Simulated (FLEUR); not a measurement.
Band structure of InPd (Pm-3m, 2 atoms in the cell).

```
InPd
1.0
    3.29806     0.00000     0.00000
    0.00000     3.29806     0.00000
    0.00000     0.00000     3.29806
In Pd
1 1
Direct
  0.00000   0.00000   0.00000
  0.50000   0.50000   0.50000
```

Computed with PBE, all-electron FLAPW (FLEUR), scalar-relativistic valence in FLEUR.

Settings: Kmax = 4 1/bohr; GmaxXC = 12 1/bohr; xcFunctional = pbe; jspins = 1; l_soc = F; mode = hist; fermiSmearingEnergy = 0.00734986 Htr; mesh (inpgen div1-3) = 13 13 13; inpgen gamma flag = false; Gmax = 12 1/bohr; numbands = 0; maxIterBroyd = 99; imix = Anderson; alpha = 0.05.

The starting cell comes from a database of computed structures (which also holds hypothetical and non-ambient phases and stackings), without a prior relaxation at this level. Its lattice was rescaled by a random factor within 2.5 % of one. Spin polarisation is off. Values depend on the basis (sphere radii, cutoffs, local orbitals), which need not be converged.

Levels in eV from the Fermi level, bands 11 to 18:
```tsv
point	11	12	13	14	15	16	17	18
Γ	-3.75	-2.28	-2.28	-2.28	4.15	4.15	4.15	9.12
X	-3.73	-3.21	-3.21	-2.34	-1.15	9.41	9.41	9.76
M	-2.67	-2.67	-2.26	-2.26	-1.72	1.30	2.36	9.27
R	-4.76	-1.68	-1.68	-0.21	3.73	3.73	3.73	4.28
```
